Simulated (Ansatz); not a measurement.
Band structure of Sc2Te3 (Immm, 5 atoms in the cell).

```yaml
crystal:
  lattice:
    - [-2.05682, 2.92854, 6.39020]
    - [2.05682, -2.92854, 6.39020]
    - [2.05682, 2.92854, -6.39020]
  atoms:
    - { symbol: Sc, position: [0.66236, 0.66236, 0.00000] }
    - { symbol: Sc, position: [0.33764, 0.33764, 0.00000] }
    - { symbol: Te, position: [0.50000, 0.00000, 0.50000] }
    - { symbol: Te, position: [0.17644, 0.67644, 0.50000] }
    - { symbol: Te, position: [0.82356, 0.32356, 0.50000] }
```

Method of the run: LDA (PW92), PAW files made with PBE (plane waves; Ansatz, a program for electronic structure).

Settings: basis.ecutwfc = 420 eV; kpoints.mp_grid.grid = 4 4 4; hamiltonian.xc = lda; hamiltonian.pseudopotentials = {kind: paw} (the program's default PAW files); scf.occupations.method = gaussian; scf.occupations.width = 0.2 eV; kpoints.band_path.npoints = 8.

The starting cell comes from a database of computed structures (which also holds hypothetical and non-ambient phases and stackings), without a prior relaxation at this level. Spin-orbit coupling is off.

Levels in eV from the Fermi level, bands 32 to 39:
```
point     32     33     34     35    36    37    38    39
-----  -----  -----  -----  -----  ----  ----  ----  ----
Γ      -1.72  -0.22  -0.12   0.04  0.56  0.82  0.98  1.03
X      -2.16  -1.57  -1.45  -1.29  0.32  0.40  1.49  1.55
L      -2.28  -2.26  -1.91  -1.07  1.08  1.15  1.51  1.63
T      -2.50  -2.34  -1.91  -0.98  1.18  1.26  1.50  1.67
W      -2.38  -2.35  -2.07  -1.04  1.29  1.33  1.45  1.70
R      -2.38  -1.60  -1.52  -1.38  0.14  0.95  1.26  1.58
X1     -2.16  -1.57  -1.45  -1.29  0.32  0.40  1.49  1.55
Z      -1.74  -1.55  -1.30  -0.83  0.03  0.87  1.21  1.46
Y      -1.44  -1.35  -1.29  -0.92  0.35  1.21  1.25  1.58
S      -2.02  -1.54  -1.07  -0.46  0.38  1.12  1.27  1.59
```

Bands cross the Fermi level along this path, so the cell is metallic at this level.

Keys are those of Ansatz 0.2.
